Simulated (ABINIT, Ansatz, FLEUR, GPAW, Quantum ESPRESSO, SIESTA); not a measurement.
YMg6Al (Amm2, 8 atoms in the cell) computed with different codes at matched settings

Self-consistent single point, at a second geometry (lattice scaled by 0.98). First geometry:

```
CELL_PARAMETERS angstrom
      5.01794     0.00000     0.00000
      0.00000     3.29184     5.66129
      0.00000    -3.29184     5.66129
ATOMIC_POSITIONS crystal
  Y  0.00000 0.67401 0.67401
  Mg 0.50000 0.32292 0.83828
  Mg 0.50000 0.83828 0.32292
  Mg 0.50000 0.33255 0.33255
  Mg 0.00000 0.16159 0.67523
  Mg 0.00000 0.67523 0.16159
  Mg 0.00000 0.16450 0.16450
  Al 0.50000 0.83091 0.83091
```

Shared settings, as Ansatz (an electronic-structure program) writes them: kpoints.mp_grid.grid = 4 3 3; scf.occupations.method = gaussian; scf.occupations.width = 0.1 eV. Potentials and cutoffs stand in the table.

| code | model | ΔF from the first geometry (meV/atom) | pressure (GPa) | largest force (eV/Å) | cutoff |
|---|---|---|---|---|---|
| FLEUR | PBEsol, all-electron FLAPW (FLEUR), scalar-relativistic valence | – | – | 0.105 | Kmax 3.8 1/bohr |
| GPAW | PBEsol, GPAW PAW datasets PBEsol (made by gpaw-setup) | 3.4 | 1.79 | 0.101 | 800 eV |
| ABINIT | PBEsol, norm-conserving pseudopotentials (PseudoDojo nc-sr-04 PBEsol standard) | 3.8 | 1.82 | 0.103 | 84 Ry |
| Quantum ESPRESSO | PBEsol, GBRV 1.5 ultrasoft (PBESOL) pseudopotentials | 3.4 | 1.77 | 0.099 | 40 Ry |
| Ansatz | PBEsol, PAW files made with PBE | 3.5 | 1.80 | 0.101 | default |
| SIESTA | GGA PBEsol, numerical atomic orbitals DZP, PseudoDojo PBEsol standard norm-conserving potentials (rewritten from UPF to PSML) | 19.1 | 4.04 | 0.111 | grid 350 Ry |

Size of the force on each atom (eV/Å): Sizes of forces hide their directions.

| code | Y1 | Mg2 | Mg3 | Mg4 | Mg5 | Mg6 | Mg7 | Al8 |
|---|---|---|---|---|---|---|---|---|
| FLEUR | 0.077 | 0.053 | 0.053 | 0.001 | 0.008 | 0.008 | 0.077 | 0.105 |
| GPAW | 0.077 | 0.051 | 0.051 | 0.001 | 0.008 | 0.008 | 0.077 | 0.101 |
| ABINIT | 0.077 | 0.055 | 0.055 | 0.001 | 0.009 | 0.009 | 0.082 | 0.103 |
| Quantum ESPRESSO | 0.073 | 0.052 | 0.052 | 0.002 | 0.009 | 0.009 | 0.077 | 0.099 |
| Ansatz | 0.077 | 0.052 | 0.052 | 0.002 | 0.009 | 0.009 | 0.077 | 0.101 |
| SIESTA | 0.047 | 0.086 | 0.086 | 0.026 | 0.038 | 0.038 | 0.111 | 0.007 |

A dash marks a value that a program does not give, or that is left out as unsure.

The spread over the programs that give each value: ΔF from the first geometry within 15.7 meV/atom; pressure within 2.27 GPa; largest force within 0.012 eV/Å.

SIESTA uses small atom-centred bases, whose incompleteness enters pressures, forces and empty levels differently from a plane-wave cutoff. FLEUR treats all electrons, but the usual bases taken here (sphere radii, linearisation, local orbitals, empty states) were not tested for convergence, so the values are no reference for the others. Ansatz's pressure is given at a fixed set of plane waves, as the other plane-wave codes print theirs. In the pressure, SIESTA (by 2.24) lies more than 1 GPa from the median of the plane-wave programs. In the force vectors, SIESTA (by 0.097) lies more than 0.08 eV/Å from the median of the plane-wave programs.

The starting cell comes from a database of computed structures (which also holds hypothetical and non-ambient phases and stackings), without a prior relaxation at this level. For this run, on top of that: lattice scaled by 0.98.

Left out of this page: CP2K (unsound by tests on forces, stress, charge or solver warnings).

Keys are those of Ansatz 0.2.
